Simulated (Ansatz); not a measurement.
## Pressure series in Ta

The parent structure is Ta in the bcc (W type) structure (space group Im-3m, No. 229; a = 3.305 Å).

Cell and atoms are relaxed at each pressure.

Calculations: Ansatz (a first-principles code), r2SCAN, PAW, cutoff 500 eV, no spin-orbit coupling.

Notes on the quantities. enthalpy: H = E + PV relative to the base's energy.

```
change                  enthalpy  shortest interatomic distance
-----------------  -------------  -----------------------------
base                           –                        2.862 Å
pressure −2 GPa    -0.23 eV/atom                        2.872 Å
pressure −1 GPa    -0.11 eV/atom                        2.867 Å
pressure 0.9 GPa   +0.10 eV/atom                        2.858 Å
pressure 2.1 GPa   +0.24 eV/atom                        2.852 Å
pressure 4.5 GPa   +0.50 eV/atom                        2.842 Å
pressure 9 GPa     +0.99 eV/atom                        2.824 Å
pressure 15 GPa    +1.63 eV/atom                        2.801 Å
pressure 22.5 GPa  +2.41 eV/atom                        2.775 Å
pressure 30 GPa    +3.17 eV/atom                        2.751 Å
```

Load acts through the strain it causes; cell and atoms are relaxed under it. Stability against distortions was not tested. No other phases were tried under pressure. All final runs are without spin polarisation.
